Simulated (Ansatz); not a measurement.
# Computed paths: O vacancy in monoclinic ZrO2 with all lengths changed by +1 %, charge state +2

System: O vacancy in monoclinic ZrO2 with all lengths changed by +1 % (charge state +2). The numbers are results of PBE, PAW (plane waves to 420 eV; Ansatz, a quantum-chemistry and plane-wave program), not measurements.

Settings: 96 host sites, the strained lattice (strain from the relaxed PBE one, atoms relaxed), the Γ point alone, smearing 0.01 eV, spin-restricted, no image-charge correction. Energies are static. The charge state is imposed; whether it is stable for some Fermi level was not computed. Forms of the defect that were not tried may lie lower.

Barriers: single points on a 2×2×2 k-point mesh shifted by half a step at the bands' geometries.

| Route | Start site over the lowest site run (eV) | Hop (Å) | Forward barrier (eV) | Backward barrier (eV) | Neighbours at the start | Neighbours at the saddle | Saddle order | Forward, on the band's own sampling (eV) |
|---|---|---|---|---|---|---|---|---|
| one O atom jumps into the vacancy from a nearby O site | 0.00 | 2.28 | 0.51 | 0.51 | O at 2.64; Zr at 2.07, Zr at 2.14, Zr at 2.20 Å | 2 Zr at 1.93 Å | not checked, on a symmetry element | 0.51 |
| one O atom jumps into the vacancy from a nearby O site | 0.00 | 2.56 | 0.87 | 0.87 | O at 2.60, O at 2.65; Zr at 2.08, Zr at 2.10, Zr at 2.23 Å | Zr at 2.05, Zr at 2.32 Å | not checked | 0.88 |

Paths come from climbing-image nudged elastic band runs. Of the routes that converged and passed our checks, the lowest saddle point lies 0.51 eV above the lowest of the sites run (one O atom jumps into the vacancy from a nearby O site); other sites, such as split forms, and other routes may lie lower. A band can be held on a symmetry element, so unchecked saddle points there may be too high. A further band (one O atom jumps into the vacancy from a nearby O site, 1.81 Å) gave 0.51 eV forward on its own sampling, 0.51 eV above the lowest site run, but one of its ends is hardly a minimum (the way back has under 0.02 eV), so it is not taken as a result.

The whole set of runs took roughly 1.8 core-hours.
